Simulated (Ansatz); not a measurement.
Troubleshooting Ansatz (a program for electronic structure): a failed run on Ta2P (P4/nmm, 6 atoms in the cell). The aim is a self-consistent single point with DFT, LDA (PW92), plane waves, default PAW files made with PBE.

This input was run:

Ansatz 0.2 input:
```yaml
# Ta2P
crystal:
  lattice:
    - [4.238197, 0.000000, 0.000000]
    - [0.000000, 4.238197, 0.000000]
    - [0.000000, 0.000000, 6.466837]
  atoms:
    - { symbol: Ta, position_ang: [0.000000, 0.000000, 0.000000] }
    - { symbol: Ta, position_ang: [2.119099, 2.119099, 0.000000] }
    - { symbol: Ta, position_ang: [2.119099, 0.000000, 1.746046] }
    - { symbol: Ta, position_ang: [0.000000, 2.119099, 4.720791] }
    - { symbol: P, position_ang: [2.119099, 0.000000, 4.526786] }
    - { symbol: P, position_ang: [0.000000, 2.119099, 1.940051] }
kpoints:
  mp_grid: { grid: [4, 4, 3] }
hamiltonian:
  xc: pw91
  pseudopotentials: { kind: paw }
scf:
  occupations: { method: cold, width: 0.1 eV }
output:
  forces: true
  eigenvalues: true
  stress: true
```

Log, with long lists cut:

```
Error: YAML parse error: error: line 17 column 7: hamiltonian.xc: unknown variant `pw91`, expected one of `lda`, `lda-pw`, `pw92`, `pbe`, `pbesol`, `rpbe`, `revpbe`, `blyp`, `pbe0`, `revpbe0`, `b3lyp`, `b3lyp5`, `hse06`, `wpbeh`, `hiss`, `lc_wpbe`, `cam_b3lyp`, `hf`, `r2scan`, `r2scanh`, `r2scan0`, `r2scan50`, `mr2scan`
  --> <input>:17:7
   |
15 |   mp_grid: { grid: [4, 4, 3] }
16 | hamiltonian:
17 |   xc: pw91
   |       ^ hamiltonian.xc: unknown variant `pw91`, expected one of `lda`, `lda-pw`, `pw92`, `pbe`, `pbesol`, `rpbe`, `revpbe`, `blyp`, `pbe0`, `revpbe0`, [...]
18 |   pseudopotentials: { kind: paw }
19 | scf:
   |
```

Task: From the messages shown, name the fault and mend the input.

Result: The fault is a value that the program does not know. The key takes a closed list of words, and names differ between codes. To fix it, use one of the words that the key accepts. The program stopped before any SCF iteration.

The sound input it was made from differs as follows (other fixes are possible):
```diff
-  xc: pw91
+  xc: lda
```

With that input, the run converged in 7 iterations: free energy E − TS (on the zero of these files) -40181.0368 eV; Fermi level (on the code's own zero) 14.06 eV; pressure -13.77 GPa; largest force (vector length) 2.897 eV/Å (DFT, LDA (PW92), plane waves, default PAW files made with PBE).

On the sound input: the starting cell was generated: these elements placed on a structure prototype, without a prior relaxation; it need not be a known phase or ordering of this composition. Spin polarisation is off. With a pressure of about -14 GPa the cell is away from its equilibrium volume at this level. Forces in this geometry exceed 1 eV/Å. Ansatz's pressure includes its estimate of the finite-basis (Pulay) stress. Without a gap this mesh is coarse (it stands for a supercell whose shortest vector is 17 Å).
